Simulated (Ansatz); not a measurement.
The structure below was relaxed with PBE, PAW, 420 eV (Ansatz, a quantum-chemistry and plane-wave program; spin-orbit coupling left out), earlier PAW set.

Space group Pm-3m (No. 221); a = 4.787 Å, b = 4.787 Å, c = 4.787 Å, α = 90.00°, β = 90.00°, γ = 90.00°

```json
[
 {"atom": "Y", "site": "3d", "symmetry": "4/mm.m", "x": "0.0000", "y": "0.0000", "z": "0.5000"},
 {"atom": "Nb", "site": "1b", "symmetry": "m-3m", "x": "0.5000", "y": "0.5000", "z": "0.5000"}
]
```

Write out a cell with all atoms.


```cif
data_NbY3
_chemical_formula_sum 'Y3 Nb1'
_space_group_name_H-M_alt 'P 1'
_space_group_IT_number 1
_cell_length_a 4.78668
_cell_length_b 4.78668
_cell_length_c 4.78668
_cell_angle_alpha 90.000
_cell_angle_beta 90.000
_cell_angle_gamma 90.000
loop_
_space_group_symop_operation_xyz
  'x, y, z'
loop_
_atom_site_label
_atom_site_type_symbol
_atom_site_fract_x
_atom_site_fract_y
_atom_site_fract_z
_atom_site_occupancy
Y1 Y 0.50000 0.00000 0.00000 1
Nb1 Nb 0.50000 0.50000 0.50000 1
Y2 Y 0.00000 0.00000 0.50000 1
Y3 Y 0.00000 0.50000 0.00000 1
```
This is the conventional cell.

Each cell is one ordered arrangement of few atoms, which overstates ordering effects compared with a random alloy. Whether these cells are dynamically stable was not tested. The final runs are not spin-polarised. The cell was made from Nb by this change: x(Y) = 0.75, 4 atoms, P4/mmm. Under x(Y) = 0.75, 4 atoms, P4/mmm the cell changed shape so far that it is another structure.
